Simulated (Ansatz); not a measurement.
An Ansatz (a program for electronic structure) input (LDA (Ansatz, PAW, scalar-relativistic without spin-orbit coupling)):

Ansatz 0.2 input:
```yaml
crystal:
  lattice:
    - [4.5172400906, 0, 0]
    - [2.2586200453, 3.9120446734, 0]
    - [2.2586200453, -1.3040148911, 0.9455681091]
  atoms:
    - { symbol: Nb, position: [0, 0, 0] }
basis: { ecutwfc: 420, ecutrho_ratio: 4, xc_grid: 2, fft_grid_basis: typed }
kpoints: { mp_grid: { grid: [28, 28, 28] } }
hamiltonian:
  xc: lda
  dispersion: none
  pseudopotentials: { kind: paw }
scf: { occupations: { method: fermi_dirac, width: 0.1 } }
relax: { f_tol: 0.005, max_steps: 50, cell: { stress_tol: 0.01, fix: [a, b, gamma] } }
output: { forces: true, stress: true }
checkpoint: { write: state.ck, write_every: 1000 }
```

### Question
Which symmetry and how many k-points will the program report, and about how many plane waves at Γ?

### Answer
Space group R-3m (ITA 166) with 12 operations, k-points 2045 of 21952, and 321 plane waves at Γ.

### Question
And the final pressure?

### Answer
0.79 GPa (compression positive).

The cells carry an imposed strain or load. No phonon test of stability was made. All final runs are without spin polarisation. The cell was made from Nb in the bcc (W type) structure (space group Im-3m, No. 229) by this change: biaxial strain −1.67 %, plane normal [111], relaxed out of plane.
